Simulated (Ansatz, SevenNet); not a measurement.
For fluorite AuAl2, the machine-learned potential SevenNet-0 (trained on PBE and PBE+U data) gives:

equilibrium lattice constant a: 6.064 Å
formation enthalpy: -0.449 eV/atom

### Question
What does B3LYP (VWN-RPA form) in Ansatz (PAW) give for the same quantities?

### Answer

- lattice constant a: 6.075 Å (goes up by 0.2 %)
- formation enthalpy: -0.592 eV/atom (moves by -0.143 eV/atom)

Changes are worked out from the printed values.

Unless a cell is named, each level is at its own relaxed cell (SevenNet-0 18.58, B3LYP (VWN-RPA form) 18.68 Å³/atom).

Levels without +SOC leave out spin–orbit coupling, which shifts energies and cells of such heavy elements.

Caveats: an element that serves as reference has a cell well above its measured volume (B3LYP (VWN-RPA form)). Ansatz's density-functional and Hartree–Fock values are scalar-relativistic unless marked +SOC, with PAW data made under PBE.

Ansatz is a program for electronic structure.
